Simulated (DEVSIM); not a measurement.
Structure: Ti/Si3N4/p-Si capacitor, at 300 K.

```tsv
layer (left to right)	material	thickness (nm)	Na (cm⁻³)
1	Si3N4	5.00	-
2	Si	800	1e17
```

Metal gate on the left, work function 4.33 eV. Fixed charge at the semiconductor interface 0 cm⁻² (in units of +e); no interface traps.

This is a model device: material constants are rounded textbook-type values typed into the input, and sizes, dopings and lifetimes were drawn at random. Values at 300 K.

```tsv
parameter	Si3N4	Si
gap (eV)	5.1	1.124
affinity (eV)	2.1	4.05
permittivity	7.5	11.7
Nc (cm⁻³)	-	2.86e19
Nv (cm⁻³)	-	3.1e19
```

Model (solved in DEVSIM): 1D Poisson equation in equilibrium, Boltzmann statistics, complete ionisation; no quantum confinement or tunnelling. Metal contacts follow the ideal Schottky-Mott rule: no Fermi-level pinning, no interface dipoles.

Task: Give the band bending (positive: bands bend down) and minority sheet density.

Result: 
```json
[
 {"Vg (V)": "-1.2", "ψs (V)": "-0.145", "minority carriers (cm⁻²)": "< 1e8"},
 {"Vg (V)": "-0.9", "ψs (V)": "-0.089", "minority carriers (cm⁻²)": "< 1e8"},
 {"Vg (V)": "-0.6", "ψs (V)": "0.067", "minority carriers (cm⁻²)": "< 1e8"},
 {"Vg (V)": "-0.3", "ψs (V)": "0.321", "minority carriers (cm⁻²)": "< 1e8"},
 {"Vg (V)": "0", "ψs (V)": "0.592", "minority carriers (cm⁻²)": "< 1e8"},
 {"Vg (V)": "0.3", "ψs (V)": "0.863", "minority carriers (cm⁻²)": "5.9e10"},
 {"Vg (V)": "0.6", "ψs (V)": "0.965", "minority carriers (cm⁻²)": "1.7e12"}
]
```
